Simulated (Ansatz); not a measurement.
# Short convergence ladders for Cu3Sn (Pmm2, 8 atoms in the cell)

```
Cu3Sn
1.0
    4.30207     0.00000     0.00000
    0.00000     5.40536     0.00000
    0.00000     0.00000     4.74075
Cu Sn
6 2
Direct
  0.50000   0.00000   0.31155
  0.00000   0.50000   0.69900
  0.00000   0.75052   0.15581
  0.00000   0.24948   0.15581
  0.50000   0.74948   0.84419
  0.50000   0.25052   0.84419
  0.50000   0.50000   0.34118
  0.00000   0.00000   0.65882
```

Base method: PBEsol, default PAW files made with PBE (plane waves; Ansatz, an electronic-structure program).

Base settings: basis.ecutwfc = 420 eV; kpoints.mp_grid.grid = 4 2 3; hamiltonian.xc = pbesol; hamiltonian.pseudopotentials = {kind: paw} (the program's default PAW files); scf.occupations.method = fermi_dirac; scf.occupations.width = 0.1 eV.

The count of work is k-points × plane waves × bands × iterations; it is no time. Core times come from one kind of shared machine, to one figure; runs under 30 s give none.

**The cutoff for other potential files**

Level: DFT, PBEsol, plane waves, harder PAW files (source: ansatz) made with PBE.

In this ladder: hamiltonian.pseudopotentials = {kind: paw, source: ansatz}.

The second cell is the first with its lattice scaled by 0.98.

The mesh stays at the base's, so the ladder's end is converged at best in this setting alone.

The first pressure column holds Ansatz's estimate of the finite-basis (Pulay) stress, which hides part of the cutoff error; the other is without it.

Only quantities that move along the ladder and can be compared are tabulated.

```tsv
basis.ecutwfc	free energy less the last step's (meV/atom)	energy of the compressed cell less the first (meV/atom)	pressure (GPa)	pressure without the Pulay estimate (GPa)	largest difference of a force vector from the last step's (eV/Å)	count of work / last	core time / last (rough)
315 eV	23810.22	85.25	-11.98	-1394.54	0.715	0.12	–
385 eV	4236.45	86.87	-2.48	-321.14	0.213	0.14	–
490 eV	237.03	24.92	0.14	-27.26	0.031	0.21	–
595 eV	6.02	22.78	0.01	-1.06	0.000	0.28	–
700 eV	0.84	22.77	0.02	0.01	0.000	0.35	–
840 eV	0.69	22.77	0.02	0.01	0.000	0.46	0.4
1050 eV	0.25	22.76	0.01	-0.01	0.000	0.65	0.6
1400 eV	0.00	22.76	0.01	0.01	0.000	1.0	1
```

Coarsest basis.ecutwfc that holds the energy of the compressed cell less the first within 1 meV/atom of the last step, with all finer ones: 595 eV, at 0.28 of the last step's count of work; the step before is off by 2.2 meV/atom.

Coarsest basis.ecutwfc that holds the forces within 0.005 eV/Å of the last step, with all finer ones: 595 eV, at 0.28 of the last step's count of work; the step before is off by 0.031 eV/Å.

Coarsest basis.ecutwfc that holds the free energy within 2 meV/atom of the last step, with all finer ones: 700 eV, at 0.35 of the last step's count of work; the step before is off by 6.0 meV/atom.

The energy difference between the two cells stays within 1 meV/atom of the last step's from 595 eV on, the total only from 700 eV on: much of the error is common to both cells and cancels.

At the lowest cutoff the pressure without the Pulay estimate lies 1390 GPa under the last step's, the usual sign of Pulay stress in an incomplete plane-wave basis.

**The density cutoff**

The second cell is the first with its lattice scaled by 0.98.

The mesh stays at the base's, so the ladder's end is converged at best in this setting alone.

Only quantities that move along the ladder and can be compared are tabulated.

| basis.ecutrho_ratio | free energy less the last step's (meV/atom) | energy of the compressed cell less the first (meV/atom) | pressure (GPa) | largest difference of a force vector from the last step's (eV/Å) |
|---|---|---|---|---|
| 2 | -13.05 | 23.20 | 0.99 | 0.026 |
| 3 | -0.23 | 22.81 | 0.04 | 0.000 |
| 4 | 0.00 | 22.81 | 0.02 | 0.000 |
| 5 | 0.00 | 22.81 | 0.02 | 0.000 |
| 6 | 0.00 | 22.81 | 0.02 | 0.000 |
| 8 | 0.00 | 22.81 | 0.02 | 0.000 |
| 10 | 0.00 | 22.81 | 0.02 | 0.000 |
| 12 | 0.00 | 22.81 | 0.02 | 0.000 |
| 16 | 0.00 | 22.81 | 0.02 | 0.000 |

Coarsest basis.ecutrho_ratio that holds the forces within 0.005 eV/Å of the last step, with all finer ones: 3; the step before is off by 0.026 eV/Å.

Coarsest basis.ecutrho_ratio that holds the energy of the compressed cell less the first within 0.2 meV/atom of the last step, with all finer ones: 3; the step before is off by 0.40 meV/atom.

Coarsest basis.ecutrho_ratio that holds the pressure within 0.5 GPa of the last step, with all finer ones: 3; the step before is off by 0.97 GPa.

The energy difference between the two cells stays within 1 meV/atom of the last step's from 2 on, the total only from 3 on: much of the error is common to both cells and cancels.

**The relaxed cell against the cutoff**

On Cu₃Sn (Pmmn, 8 atoms in the cell): atoms on their sites.

In this ladder: relax = cell and atoms.

The mesh stays at the base's, so the ladder's end is converged at best in this setting alone.

Only quantities that move along the ladder and can be compared are tabulated.

```tsv
basis.ecutwfc	relaxed volume (Å³/atom)	relaxation steps	core time / last (rough)
295 eV	14.020	46	2
355 eV	13.895	13	0.6
420 eV	13.885	7	0.4
505 eV	13.882	7	0.5
630 eV	13.882	7	0.8
840 eV	13.882	7	1
```

Coarsest basis.ecutwfc that holds the relaxed volume within 0.028 Å³/atom of the last step, with all finer ones: 355 eV; the step before is off by 0.14 Å³/atom.

At the lowest cutoff the cell relaxes to a volume 1.0 % larger than at the highest. Ansatz relaxes on a stress corrected for the finite basis.

On the base run: the starting cell comes from a database of computed structures (which also holds hypothetical and non-ambient phases and stackings), without a prior relaxation at this level. Its lattice was rescaled by up to half a per cent. One atom was moved a little off its site on purpose. Spin polarisation is off. Without a gap this mesh is coarse (it stands for a supercell whose shortest vector is 11 Å).

Left out of this page: 2 runs of the series stopped by limits of time or memory.

Keys are those of Ansatz 0.2.
